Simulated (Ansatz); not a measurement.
1T (CdI2-type) MgI2, treated with B3LYP (VWN-RPA form) in Ansatz (plane waves, PAW).

Settings: plane-wave cutoff 460 eV, 9×9×4 k mesh (along the axes of the cell as run), Fermi–Dirac smearing 0.01 eV, scalar-relativistic PAW data made under PBE.

Cell (measured lattice):

```cif
data_I2Mg
_chemical_formula_sum 'Mg1 I2'
_space_group_name_H-M_alt 'P-3m1'
_space_group_IT_number 164
_space_group_name_Hall '-P 3 2"'
_cell_length_a 4.15370
_cell_length_b 4.15370
_cell_length_c 6.86200
_cell_angle_alpha 90.000
_cell_angle_beta 90.000
_cell_angle_gamma 120.000
loop_
_atom_site_label
_atom_site_type_symbol
_atom_site_symmetry_multiplicity
_atom_site_Wyckoff_symbol
_atom_site_fract_x
_atom_site_fract_y
_atom_site_fract_z
_atom_site_occupancy
Mg1 Mg 1 a 0.00000 0.00000 0.00000 1
I1 I 2 d 0.33333 0.66667 0.24237 1
```

**Question.** Estimate the band gap and smallest direct gap on the k points sampled that the calculation returns.

**Answer.** 
band gap: 4.86 eV
smallest direct gap on the k points sampled: 5.12 eV

Note: cell and atoms aren't relaxed at this level (pressure 2.1 GPa).

Spin–orbit coupling is not included; with these elements it can move the gap by several tenths of an eV or more.

Static lattice: no zero-point or thermal effects.

Ansatz is a program for electronic structure.
